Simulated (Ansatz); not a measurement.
Several settings converged on Li3Au (Fm-3m, 4 atoms in the cell)

```yaml
crystal:
  lattice:
    - [0.00000, 3.11605, 3.11605]
    - [3.11605, 0.00000, 3.11605]
    - [3.11605, 3.11605, 0.00000]
  atoms:
    - { symbol: Li, position: [0.25000, 0.25000, 0.25000] }
    - { symbol: Li, position: [0.75000, 0.75000, 0.75000] }
    - { symbol: Li, position: [0.50000, 0.50000, 0.50000] }
    - { symbol: Au, position: [0.00000, 0.00000, 0.00000] }
```

Base method: LDA (PW92), default PAW files made with PBE (plane waves; Ansatz, a quantum-chemistry and plane-wave program).

Base settings: basis.ecutwfc = 420 eV; kpoints.mp_grid.grid = 9 9 9; hamiltonian.xc = lda; hamiltonian.pseudopotentials = {kind: paw} (the program's default PAW files); scf.occupations.method = gaussian; scf.occupations.width = 0.1 eV.

**Zone-centre phonons against the cutoff**

In this ladder: phonons.method = dfpt.

The mesh stays at the base's, so the ladder's end is converged at best in this setting alone.

Frequencies are those of the unrelaxed cell, without the LO-TO term of polar crystals.

Only quantities that move along the ladder and can be compared are tabulated.

| basis.ecutwfc | highest zone-centre frequency (cm⁻¹) | lowest optical frequency (cm⁻¹) |
|---|---|---|
| 210 eV | 373.2 | 173.8 |
| 250 eV | 366.4 | 150.0 |
| 295 eV | 362.9 | 155.0 |
| 355 eV | 362.4 | 154.1 |
| 420 eV | 362.4 | 154.1 |
| 505 eV | 362.4 | 154.1 |
| 630 eV | 362.4 | 154.0 |

Coarsest basis.ecutwfc that holds the highest zone-centre frequency within 5 cm⁻¹ of the last step, with all finer ones: 250 eV; the step before is off by 11 cm⁻¹.

Coarsest basis.ecutwfc that holds the lowest optical frequency within 10 cm⁻¹ of the last step, with all finer ones: 250 eV; the step before is off by 20 cm⁻¹.

**The force threshold of a relaxation**

On Li₃Au (I4mm, 4 atoms in the cell): one atom moved by 0.15 angstrom.

In this ladder: relax = atoms.

The mesh stays at the base's, so the ladder's end is converged at best in this setting alone.

Only quantities that move along the ladder and can be compared are tabulated.

```csv
relax.f_tol,free energy less the last step's (meV/atom),largest force left (eV/Å),relaxation steps
0.2 eV/Å,1.28,0.1237,2
0.1 eV/Å,0.00,0.0033,3
0.05 eV/Å,0.00,0.0033,3
0.03 eV/Å,0.00,0.0033,4
0.02 eV/Å,0.00,0.0033,4
0.01 eV/Å,0.00,0.0033,4
0.005 eV/Å,0.00,0.0032,4
0.002 eV/Å,0.00,0.0001,5
0.001 eV/Å,0.00,0.0001,5
```

Coarsest relax.f_tol that holds the largest force left within 0.005 eV/Å of the last step, with all finer ones: 0.1 eV/Å; the step before is off by 0.12 eV/Å.

Coarsest relax.f_tol that holds the free energy within 0.05 meV/atom of the last step, with all finer ones: 0.1 eV/Å; the step before is off by 1.3 meV/atom.

On the base run: the starting cell comes from a database of computed structures (which also holds hypothetical and non-ambient phases and stackings), without a prior relaxation at this level. Its lattice was rescaled by up to half a per cent.

Keys are those of Ansatz 0.2.
